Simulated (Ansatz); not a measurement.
Base system: Sc in the hcp (Mg type) structure (space group P6_3/mmc, No. 194; a = 3.318 Å, c = 5.186 Å; relaxed with 0.1 eV smearing). Axes: x lies along a and z along c of the hexagonal cell.

Structures relaxed with Ansatz (a first-principles code) PBE, scalar-relativistic without spin-orbit coupling.

Base:

Simulated powder pattern, Co Kα, λ = 1.79026 Å (kinematic, ideal powder, no thermal factors, no anomalous dispersion; the 14 strongest lines at most, above 2 %, up to 2θ = 90°):

| 2θ (°) | I/Imax (%) | hkl |
|---|---|---|
| 36.30 | 25 | (100) |
| 40.39 | 24 | (002) |
| 41.73 | 100 | (101) |
| 55.42 | 14 | (102) |
| 65.31 | 16 | (110) |
| 74.36 | 16 | (103) |
| 77.08 | 2.4 | (200) |
| 79.67 | 18 | (112) |
| 80.56 | 13 | (201) |
| 87.33 | 2.4 | (004) |

After one change:

Simulated powder pattern, Co Kα, λ = 1.79026 Å (kinematic, ideal powder, no thermal factors, no anomalous dispersion; the 14 strongest lines at most, above 2 %, up to 2θ = 90°):

```
2θ (°)  I/Imax (%)
------  ----------
37.07           24
39.88           26
42.29          100
55.58           14
66.81           16
74.07           17
78.95          2.4
80.73           18
82.33           13
86.01          2.5
```

Task: Which of these changes matches the shifts?
(A) biaxial strain −3.00 %, plane normal [001], relaxed out of plane
(B) biaxial strain −2.00 %, plane normal [001], relaxed out of plane
(C) biaxial strain −1.50 %, plane normal [001], relaxed out of plane
(D) biaxial strain +2.50 %, plane normal [001], relaxed out of plane

Result: B, biaxial strain −2.00 %, plane normal [001], relaxed out of plane. Its volume per atom is 24.03 Å³ against 24.72 Å³, and its space group is P6_3/mmc (No. 194).

Whether these cells are dynamically stable was not tested. All final runs are without spin polarisation.
